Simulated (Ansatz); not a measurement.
Ansatz (a program for electronic structure) run on CaMg (Pmm2, 4 atoms in the cell): self-consistent single point.

Computed with LDA (PW92), default PAW files made with PBE (plane waves; Ansatz).

```yaml
crystal:
  lattice:
    - [5.69089, 0.00000, 0.00000]
    - [0.00000, 3.90916, 0.00000]
    - [0.00000, 0.00000, 5.71262]
  atoms:
    - { symbol: Ca, position: [0.75000, 0.50000, 0.75418] }
    - { symbol: Ca, position: [0.25000, 0.50000, 0.25457] }
    - { symbol: Mg, position: [0.75000, 0.00000, 0.24229] }
    - { symbol: Mg, position: [0.25000, 0.00000, 0.75771] }
```

Reference input (self-consistent single point, DFT, LDA (PW92), plane waves, default PAW files made with PBE): basis.ecutwfc = 30.9 Ry; kpoints.mp_grid.grid = 6 9 6; hamiltonian.xc = lda; hamiltonian.pseudopotentials = {kind: paw} (the program's default PAW files); scf.occupations.method = fermi_dirac; scf.occupations.width = 0.0073 Ry. This run's input differs from it in these lines:

Ansatz 0.2 input:
```diff
@@ -14,3 +14,3 @@
 kpoints:
-  mp_grid: { grid: [6, 9, 6] }
+  mp_grid: { grid: [10, 15, 10] }
 hamiltonian:
@@ -19,3 +19,3 @@
 scf:
-  occupations: { method: fermi_dirac, width: 0.0073 Ry }
+  occupations: { method: fermi_dirac, width: 0.022 Ry }
 output:
```

Log, with long lists cut:

```
SCF iter   1: F=—  HF=-7349.216027 eV  |F-HF|=—  |Δ(HF+E_count)|=         —  Δρ=4.47e-3  dr2=9.98e-3  ethr=1.77e-3  ⟨swp⟩=8.3  Hψ=41277  notcnv=0
all-band conjugate gradients solve this SCF's bands
preconditioner: auto → Kerker (q_TF=auto, 2.250 Å⁻¹)
SCF iter   2: F=—  HF=-7349.209791 eV  |F-HF|=—  |Δ(HF+E_count)|=   6.24e-3  Δρ=2.06e-3  dr2=3.16e-3  ethr=2.49e-5  ⟨swp⟩=2.0  Hψ=14336  notcnv=0
SCF iter   3: F=—  HF=-7349.209574 eV  |F-HF|=—  |Δ(HF+E_count)|=   2.17e-4  Δρ=6.59e-4  dr2=6.16e-4  ethr=7.89e-6  ⟨swp⟩=2.0  Hψ=9520  notcnv=0
SCF iter   4: F=—  HF=-7349.209569 eV  |F-HF|=—  |Δ(HF+E_count)|=   4.62e-6  Δρ=9.93e-5  dr2=1.52e-5  ethr=1.54e-6  ⟨swp⟩=1.9  Hψ=8501  notcnv=0
SCF iter   5: F=—  HF=-7349.209567 eV  |F-HF|=—  |Δ(HF+E_count)|=   2.59e-6  Δρ=1.84e-5  dr2=5.17e-7  ethr=3.81e-8  ⟨swp⟩=2.1  Hψ=12470  notcnv=0
SCF iter   6: F=-7349.209567 eV  HF=-7349.209567 eV  |F-HF|=3.07e-9  |Δ(HF+E_count)|=   3.93e-8  Δρ=4.09e-6  dr2=2.34e-8  ethr=2.50e-10  ⟨swp⟩=6.8  Hψ=33179  notcnv=0
SCF 1 converged in 6 iterations: F = -7349.209567 eV  dr2 = 2.34e-8
Free energy (F): -7349.209567 eV
Internal energy: -7348.297708 eV  (E = F + TS)
E sigma→0 (E₀):  -7348.753637 eV
Entropy (-TS):   -0.911858 eV (-227.965 meV/atom)
Fermi energy:    4.978378 eV
--- Forces (eV/Å), atoms counted from 1 ---
  atom   1  Ca     0.00000000     0.00000000    -0.10798146
  atom   2  Ca     0.00000000     0.00000000     0.01795381
  atom   3  Mg     0.00000000     0.00000000     0.09462658
  atom   4  Mg     0.00000000     0.00000000    -0.00459690
--- Stress (GPa, compression-positive) ---
       -2.261440       0.000000       0.000000
        0.000000      -1.983750       0.000000
        0.000000       0.000000      -2.398723
  P = ⅓ Tr σ = -2.2146 GPa (-22.146 kbar)
  The stress holds the Pulay correction. Without it, at fixed plane waves, as pw.x and ABINIT print it: P = -2.2173 GPa
```

The run converged in 6 iterations. Against the reference run the free energy drops by 106 meV/atom, the pressure goes from -2.35 to -2.21 GPa and the largest force hardly changes (0.105 to 0.108 eV/Å).

The starting cell comes from a database of computed structures (which also holds hypothetical and non-ambient phases and stackings), without a prior relaxation at this level. Its lattice was rescaled by up to half a per cent. One atom was moved a little off its site on purpose. Ansatz's pressure includes its estimate of the finite-basis (Pulay) stress.

Cost on one core of a shared machine: roughly 70 s.
